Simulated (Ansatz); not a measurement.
Base system: CdSe in the zinc blende structure (space group F-43m, No. 216; a = 6.1332 Å).

Level of theory: r2SCAN (Ansatz, a quantum-chemistry and plane-wave program, PAW, no spin-orbit coupling).

For the base:

The gap character comes out as direct at Γ and the band gap is 1.04 eV. The electron mass is 0.093 mₑ (at Γ).

One thing is altered: every lattice vector is stretched by 0.50 %; the atoms relax in the strained cell.

Question: What does the calculation give for the energy relative to the base, gap character, band gap and electron mass after the change?

Answer: The energy goes up by 1.0 meV/atom; the gap character is still direct at Γ; the band gap drops by 0.03 eV to 1.01 eV; the electron mass goes from 0.093 mₑ (at Γ) to 0.091 mₑ (at Γ).

Effective masses come from finite differences of ±0.01 Å⁻¹. No phonon test of stability was made.
